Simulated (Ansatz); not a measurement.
Consider the following.

End structure of the (001) surface of zinc-blende GaAs, (2x4) mixed Ga-As dimer on a full Ga plane (bottom of the slab: anion dimers, one H a dimer):

```yaml
crystal:
  lattice:
    - [8.12558, 0.00000, 0.00000]
    - [0.00000, 16.25117, 0.00000]
    - [0.00000, 0.00000, 29.00000]
  atoms:
    - { symbol: As, position: [0.99997, 0.05523, 0.33440] }
    - { symbol: As, position: [0.99982, 0.21060, 0.32314] }
    - { symbol: As, position: [0.00012, 0.55515, 0.33439] }
    - { symbol: As, position: [0.00000, 0.71047, 0.32353] }
    - { symbol: As, position: [0.50008, 0.05519, 0.33440] }
    - { symbol: As, position: [0.49995, 0.21060, 0.32316] }
    - { symbol: As, position: [0.50028, 0.55514, 0.33438] }
    - { symbol: As, position: [0.50008, 0.71051, 0.32354] }
    - { symbol: Ga, position: [0.25007, 0.00431, 0.37742] }
    - { symbol: Ga, position: [0.24986, 0.24238, 0.37318] }
    - { symbol: Ga, position: [0.25027, 0.50440, 0.37731] }
    - { symbol: Ga, position: [0.24996, 0.74325, 0.37340] }
    - { symbol: Ga, position: [0.75007, 0.00425, 0.37748] }
    - { symbol: Ga, position: [0.74988, 0.24240, 0.37329] }
    - { symbol: Ga, position: [0.75019, 0.50428, 0.37744] }
    - { symbol: Ga, position: [0.75003, 0.74333, 0.37351] }
    - { symbol: As, position: [0.25000, 0.12500, 0.42644] }
    - { symbol: As, position: [0.25000, 0.37500, 0.42644] }
    - { symbol: As, position: [0.25000, 0.62500, 0.42644] }
    - { symbol: As, position: [0.25000, 0.87500, 0.42644] }
    - { symbol: As, position: [0.75000, 0.12500, 0.42644] }
    - { symbol: As, position: [0.75000, 0.37500, 0.42644] }
    - { symbol: As, position: [0.75000, 0.62500, 0.42644] }
    - { symbol: As, position: [0.75000, 0.87500, 0.42644] }
    - { symbol: Ga, position: [0.00000, 0.12500, 0.47597] }
    - { symbol: Ga, position: [0.00000, 0.37500, 0.47597] }
    - { symbol: Ga, position: [0.00000, 0.62500, 0.47597] }
    - { symbol: Ga, position: [0.00000, 0.87500, 0.47597] }
    - { symbol: Ga, position: [0.50000, 0.12500, 0.47597] }
    - { symbol: Ga, position: [0.50000, 0.37500, 0.47597] }
    - { symbol: Ga, position: [0.50000, 0.62500, 0.47597] }
    - { symbol: Ga, position: [0.50000, 0.87500, 0.47597] }
    - { symbol: As, position: [0.99587, 0.99989, 0.52459] }
    - { symbol: As, position: [0.99768, 0.25085, 0.52431] }
    - { symbol: As, position: [0.99867, 0.49993, 0.52926] }
    - { symbol: As, position: [0.99745, 0.74960, 0.52425] }
    - { symbol: As, position: [0.50178, 0.99987, 0.52396] }
    - { symbol: As, position: [0.50319, 0.25082, 0.52475] }
    - { symbol: As, position: [0.50042, 0.49994, 0.52920] }
    - { symbol: As, position: [0.50351, 0.74962, 0.52471] }
    - { symbol: Ga, position: [0.24960, 0.99960, 0.57085] }
    - { symbol: Ga, position: [0.24926, 0.25574, 0.57205] }
    - { symbol: Ga, position: [0.24974, 0.49951, 0.58004] }
    - { symbol: Ga, position: [0.24928, 0.74734, 0.57191] }
    - { symbol: Ga, position: [0.74724, 0.99945, 0.57441] }
    - { symbol: Ga, position: [0.75203, 0.25088, 0.57568] }
    - { symbol: Ga, position: [0.74913, 0.49941, 0.58139] }
    - { symbol: Ga, position: [0.75215, 0.75202, 0.57572] }
    - { symbol: As, position: [0.25773, 0.12671, 0.61695] }
    - { symbol: As, position: [0.24451, 0.36920, 0.63194] }
    - { symbol: As, position: [0.24359, 0.63178, 0.63058] }
    - { symbol: As, position: [0.25833, 0.87433, 0.61823] }
    - { symbol: As, position: [0.74630, 0.12250, 0.62407] }
    - { symbol: As, position: [0.75337, 0.36785, 0.63358] }
    - { symbol: As, position: [0.75365, 0.63288, 0.63233] }
    - { symbol: As, position: [0.74523, 0.87836, 0.62536] }
    - { symbol: Ga, position: [0.01218, 0.11632, 0.66740] }
    - { symbol: Ga, position: [0.00216, 0.28534, 0.66556] }
    - { symbol: Ga, position: [0.00182, 0.71505, 0.66588] }
    - { symbol: Ga, position: [0.01171, 0.88603, 0.66784] }
    - { symbol: Ga, position: [0.49274, 0.13633, 0.67532] }
    - { symbol: Ga, position: [0.49609, 0.29492, 0.66065] }
    - { symbol: Ga, position: [0.49581, 0.70401, 0.66020] }
    - { symbol: Ga, position: [0.49260, 0.86220, 0.67691] }
    - { symbol: As, position: [0.06663, 0.00122, 0.72391] }
    - { symbol: Ga, position: [0.37118, 0.99973, 0.70589] }
    - { symbol: H, position: [0.00047, 0.02612, 0.28431] }
    - { symbol: H, position: [0.00152, 0.52624, 0.28427] }
    - { symbol: H, position: [0.49948, 0.02608, 0.28432] }
    - { symbol: H, position: [0.49892, 0.52628, 0.28425] }
```

Slab: 70 atoms, 12.5 Å thick at the start with caps and adatoms (thin: gaps and levels are the slab's own); k 2x1x1, smearing 0.025 eV, dipole-corrected; single point; no symmetry held, on the structure that PBE left; no spin, no spin-orbit, no U. It is one candidate, not shown to be the stable structure of the face.

Give the gap of the slab on its k-mesh at the level HSE06, at the PBE geometry run with Ansatz (an electronic-structure program).

1.18 eV

What is the computed highest filled level below the top vacuum level (HSE06, at the PBE geometry)?

4.89 eV
